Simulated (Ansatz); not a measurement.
## A computed series for W: pressure series

Take W in the bcc (W type) structure (space group Im-3m, No. 229; a = 3.1693 Å) as the base.

Cell and atoms are relaxed at each pressure.

Method: r2SCAN (Ansatz, a quantum-chemistry and plane-wave program; PAW; 500 eV plane waves; spin-orbit coupling left out).

| variant | density | shortest interatomic distance |
|---|---|---|
| base | 19.18 g/cm³ | 2.745 Å |
| pressure −2 GPa | 19.06 g/cm³ | 2.751 Å |
| pressure −1 GPa | 19.12 g/cm³ | 2.748 Å |
| pressure 0.9 GPa | 19.23 g/cm³ | 2.742 Å |
| pressure 2.1 GPa | 19.30 g/cm³ | 2.739 Å |
| pressure 4.5 GPa | 19.45 g/cm³ | 2.732 Å |
| pressure 9 GPa | … | … |
| pressure 15 GPa | 20.03 g/cm³ | 2.705 Å |
| pressure 22.5 GPa | 20.41 g/cm³ | 2.688 Å |
| pressure 30 GPa | 20.78 g/cm³ | 2.672 Å |

Task: Some entries are withheld; estimate them.

Result: 
- pressure 9 GPa, density: 19.70 g/cm³
- pressure 9 GPa, shortest interatomic distance: 2.720 Å

Load acts through the strain it causes; cell and atoms are relaxed under it. No phonon test of stability was made. No other phases were tried under pressure. All final runs are without spin polarisation.
